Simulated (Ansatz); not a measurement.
Consider C in the diamond structure (space group Fd-3m, No. 227; a = 3.572 Å). Axes: x, y, z lie along the cube axes.

Computed with DFT with PBE, PAW potentials and a 420 eV plane-wave cutoff in Ansatz (a quantum-chemistry and plane-wave program), scalar-relativistic without spin-orbit coupling.

Modification: every lattice vector is shortened by 2.50 %, atoms relaxed at fixed cell.

Question: Predict the stress tensor and what it implies for the stiffness.

Answer: Stress of the strained cell less that of the base (GPa, compression positive):
```
  37.81    0.00    0.00
   0.00   37.81    0.00
   0.00    0.00   37.81
```

Then B = −ΔP/(ΔV/V₀) with ΔV/V₀ = -0.0731 gives secant stiffness values (nonlinear terms included at this strain): B ≈ 517 GPa.

As a check, the harmonic strain energy −½ V₀ Δσ:ε is 50 meV/atom; the computed energy rise is 46 meV/atom.

Whether these cells are dynamically stable was not tested.
